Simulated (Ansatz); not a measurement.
ZnS: x(Ge) = 0.667, 6 atoms, I-4m2

Base system: ZnS in the zinc blende structure (space group F-43m, No. 216; a = 5.3567 Å).

The other end (x = 1) is GeS in the zinc blende structure (space group F-43m, No. 216; a hypothetical phase, not in the database extracts checked): 26.84 Å³/atom, gap zero; this end may not be an ambient phase.

Now apply this change: a fraction x = 0.667 of the Zn sites is given to Ge, ordered in a cell of 6 atoms (starting symmetry I-4m2) and fully relaxed.

Calculations: PBEsol (Ansatz, an electronic-structure program, PAW, spin-orbit coupling left out). Settings: 17×17×17 k-points, 0.05 eV Fermi–Dirac smearing, for the changed cell.

Volume per atom: 23.15 Å³ (base 19.21 Å³)
Density: 3.67 g/cm³ (base 4.21 g/cm³)
Shortest interatomic distance: 2.322 Å (base 2.320 Å)
Band gap: zero (base 2.09 eV)
Mixing energy: +0.03 eV/atom (to 0.01 eV only: unlike meshes or grids) (against an end that may be hypothetical)
Deviation of the volume from the linear (Vegard-type) interpolation: -4.7 %
Mean first-shell distances: Zn–S 2.322 Å (end compound 2.320 Å), Ge–S 2.578 Å (end compound 2.593 Å)

Each cell is one ordered arrangement of few atoms, which overstates ordering effects compared with a random alloy. No phonon test of stability was made. The final runs are not spin-polarised. Under x(Ge) = 0.667, 6 atoms, I-4m2 the cell changed shape so far that it is another structure. The zero or small gap of ZnGe2S3 and GeS can change with the level of theory.
